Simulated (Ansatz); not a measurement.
Candidates (primitive cells; geometry: cell and atoms relaxed with PBEsol):
A. BeSe (F-43m), a = 3.626 Å, b = 3.626 Å, c = 3.626 Å, α = 60.00°, β = 60.00°, γ = 60.00°
B. RbBr (Fm-3m), a = b = c = 4.8387 Å, α = β = γ = 60.00°
C. MgSe (Fm-3m), a = b = c = 3.854 Å, α = β = γ = 60.00°
D. CdTe (F-43m), a = b = c = 4.5886 Å, α = β = γ = 60.00°
E. CdS (P6_3mc), a = 4.1243 Å, b = 4.1243 Å, c = 6.7092 Å, α = 90.00°, β = 90.00°, γ = 120.00°

Task: Order them by band gap (highest first) at the level PBEsol with spin-orbit coupling, rigid bands (Ansatz, a first-principles code).

Result: B (4.06 eV), A (2.32 eV), C (1.64 eV), E (1.08 eV), D (0.38 eV)

Formula and space group known from diffraction (Crystallography Open Database), not checked to be the room-temperature form: RbBr (Fm-3m).
